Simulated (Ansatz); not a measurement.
Take CsGeCl₃ (space group R3m, No. 160; a = 7.4881 Å, c = 9.2250 Å (hexagonal axes); a cell from a computed database, its experimental status unchecked) as the base. Axes: x lies along a and z along c of the hexagonal cell.

The change: uniaxial strain ε_xx = −0.62 %, all other strain components held at zero, atoms relaxed at fixed cell.

Levels (all Ansatz, a program for electronic structure, PAW): PBEsol (420 eV, no spin-orbit coupling); r2SCAN (500 eV, no SOC).

The geometry is relaxed with PBEsol.

| Item | Value |
|---|---|
| PBEsol pressure | 0.09 GPa |
| PBEsol gap character | direct at M₂ |
| PBEsol lowest conduction level above the VBM at special points | M₂ 1.27 eV; D 1.27 eV; D₂ 1.27 eV; Y₂ 1.79 eV |
| PBEsol width of the top valence band | 2.90 eV |

How does going to r2SCAN change the pressure, gap character, lowest conduction level above the VBM at special points and width of the top valence band?

The pressure increases by 0.90 GPa (0.09 GPa → 0.99 GPa); the gap character stays direct at M₂; the lowest conduction level above the VBM at special points changes from M₂ 1.27 eV; D 1.27 eV; D₂ 1.27 eV; Y₂ 1.79 eV to M₂ 1.60 eV; D 1.60 eV; D₂ 1.60 eV; Y₂ 2.12 eV; the width of the top valence band goes up by 0.22 eV (2.90 eV → 3.12 eV).

Single points use the geometry relaxed with PBEsol. Their cutoffs differ, which shifts pressures a little. Stability against distortions was not tested. k-point labels follow each cell's own Brillouin zone.
